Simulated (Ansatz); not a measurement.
Fluorite PtAl2, treated with rVV10 in Ansatz (plane waves, PAW).

Run with plane-wave cutoff 520 eV, 16×16×16 k mesh, Fermi–Dirac smearing 0.05 eV, scalar-relativistic PAW data made under PBE.

Pressure at four volumes; x = ln(V/17.829 Å³). One pressure is withheld.

| V (Å³/atom) | x | P (GPa) |
|---|---|---|
| 16.760 | -0.0618 | ? |
| 17.116 | -0.0408 | 5.49 |
| 17.829 | 0.0000 | 0.00 |
| 18.899 | 0.0583 | -6.24 |

Problem. Pass a parabola P(x) through the three rows shown, estimate the bulk modulus and its pressure derivative near zero pressure, and predict the withheld pressure.

Solution. Slopes between the rows: (0.00 − (5.49))/(0.0000 − (-0.0408)) = -134.56 and (-6.24 − (0.00))/(0.0583 − (0.0000)) = -107.03 GPa. Their difference over the span 0.0991 is c = 27.53/0.0991 = 277.8 GPa, so P(x) = 5.49 + (-134.56)(x − (-0.0408)) + 277.8 (x − (-0.0408))(x − (0.0000)). At the middle row B = −dP/dx = −[-134.56 + 277.8 × 0.0408] = 123.2 GPa, and B′ = dB/dP = 2c/B = 4.5. At x = -0.0618 the parabola gives 8.68 GPa; the run gives 8.72 GPa. The Birch–Murnaghan fit to the energies at all volumes has B0 = 122 GPa and B′ = 4.6.

Spin–orbit coupling is not included.

Ansatz is a quantum-chemistry and plane-wave program.
